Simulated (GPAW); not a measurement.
Input and output of a relaxation of cell and atoms for GaAs (F-43m, 2 atoms in the cell) (GPAW).

Method: PBE, GPAW PAW datasets PBE (gpaw-data 1.0.1) (plane waves; GPAW).

```xyz
2
Lattice="0.0000 2.9346 2.9346 2.9346 0.0000 2.9346 2.9346 2.9346 0.0000" Properties=species:S:1:pos:R:3 pbc="T T T"
Ga     0.0000     0.0000     0.0000
As     1.4673     1.4673     1.4673
```

Reference input (self-consistent single point, DFT PBE, plane waves, GPAW PAW datasets PBE (gpaw-data 1.0.1)): mode = pw; ecut = 600 eV; xc = PBE; kpts = 7 7 7; mesh shift (steps) = 0 0 0; occupations.name = methfessel-paxton; occupations.width = 0.2 eV; occupations.order = 0; nbands = -6; convergence.bands = -4; symmetry.symmorphic = false; symmetry.tolerance = 0.0005. This run's input differs from it in these lines:

```diff
@@ -1,2 +1,4 @@
 from ase import Atoms
+from ase.filters import FrechetCellFilter
+from ase.optimize import LBFGS
 from ase.units import GPa
@@ -16,4 +18,4 @@
             occupations={'name': 'methfessel-paxton', 'width': 0.2, 'order': 0},
-            nbands=-6,
-            convergence={'bands': -4},
+            nbands=-8,
+            convergence={'density': 1e-05},
             symmetry={'symmorphic': False, 'tolerance': 0.0005},
@@ -23,2 +25,10 @@
 atoms.calc = calc
+
+target = FrechetCellFilter(atoms)
+
+opt = LBFGS(target, logfile='-')
+converged = opt.run(fmax=0.03, steps=40)
+print('Relaxation converged:', converged)
+print('Cell:', atoms.cell.cellpar().round(4))
+print(atoms.get_scaled_positions().round(5))
```

Log, with long lists cut:

```
     iter     time        total  log10-change:
                         energy   eigst   dens
iter:   1 --:--:--    -8.315722
iter:   2 --:--:--    -8.299364   -2.93  -0.87
iter:   3 --:--:--    -8.249314   -2.16  -0.90
iter:   4 --:--:--    -8.244289   -4.00  -1.34
iter:   5 --:--:--    -8.236659   -2.94  -1.38
iter:   6 --:--:--    -8.236085   -4.98  -2.16
iter:   7 --:--:--    -8.236064c  -5.47  -2.50
iter:   8 --:--:--    -8.236044c  -5.55  -2.81
iter:   9 --:--:--    -8.236045c  -6.94  -3.38
iter:  10 --:--:--    -8.236045c  -8.00c -3.40
iter:  11 --:--:--    -8.236049c  -6.62  -3.39
iter:  12 --:--:--    -8.236049c  -7.89c -3.71
iter:  13 --:--:--    -8.236049c  -8.07c -4.12
iter:  14 --:--:--    -8.236049c  -9.00c -4.21
iter:  15 --:--:--    -8.236049c  -9.03c -4.22
iter:  16 --:--:--    -8.236049c -10.32c -4.38
iter:  17 --:--:--    -8.236049c  -8.76c -4.40
iter:  18 --:--:--    -8.236049c -10.22c -4.70
iter:  19 --:--:--    -8.236049c -10.31c -4.78
iter:  20 --:--:--    -8.236049c -11.08c -5.11c
Converged after 20 iterations.

Dipole moment: (-3.283022, -3.283022, -3.283022) |e|*Ang

Energy contributions relative to reference atoms: (reference = -114387.645129)

Kinetic:        +13.772623
Potential:      -12.789944
External:        +0.000000
XC:              -9.234935
Entropy (-ST):   -0.001237
Local:           +0.016826
SIC:             +0.000000
--------------------------
Free energy:     -8.236667
Extrapolated:    -8.236049

Showing only first 2 kpts
 Kpt  Band  Eigenvalues  Occupancy
  0     2      3.82662    1.45555
  0     3      3.82662    1.45555
  0     4      3.82662    1.45555
  0     5      7.54759    0.00000

  1     2      3.15137    2.00000
  1     3      3.15137    2.00000
  1     4      5.84758    0.00000
  1     5      6.83665    0.00000

Fermi level: 3.91233

No gap
   [... lines left out ...]
Atomic positions and initial magnetic moments
Free energy:     -8.244213
Fermi level: 4.00016
No gap
Atomic positions and initial magnetic moments
Free energy:     -8.259548
Fermi level: 4.47921
Gap: 0.147 eV
   [... lines left out ...]
    -0.000000    -0.000896    -0.000000
     0.000000    -0.000000    -0.000896

Forces in eV/Ang:
  0 Ga   -0.00000    0.00000    0.00000
  1 As    0.00000   -0.00000    0.00000

LBFGS:    2 --:--:--       -8.259548        0.021455
Relaxation converged: True
Cell: [ 4.0764  4.0764  4.0764 60.     60.     60.    ]
[[0.   0.   0.  ]
 [0.25 0.25 0.25]]
Energy (eV): -8.259048
Stress (GPa, Voigt): [-0.1435 -0.1435 -0.1435 -0.      0.     -0.    ]
```

The run converged. GPAW prints stress with tension positive. 

Summary of the result:
- Free energy E − TS (from the program's reference atoms): -8.2595 eV
- Fermi level (on the code's own zero): 4.48 eV
- Pressure: 0.14 GPa
- Final cell: a = 4.0764 Å, b = 4.0764 Å, c = 4.0764 Å, α = 60.00°, β = 60.00°, γ = 60.00°
- Final volume per atom: 23.95 Å³
- Relaxation steps: 2

The starting cell comes from a database of computed structures (which also holds hypothetical and non-ambient phases and stackings), without a prior relaxation at this level. Its lattice was rescaled by a random factor within 2.5 % of one. The relaxation keeps the symmetry of its start, so its end need not be a minimum. The run gives no clean gap (levels at the Fermi energy touch, overlap or are partly filled at this smearing), which alone does not show that the compound is a metal. The log's line on a gap gives a spacing of levels on this mesh, which the program prints for metals too.

Cost on one core of a shared machine: roughly 60 s.
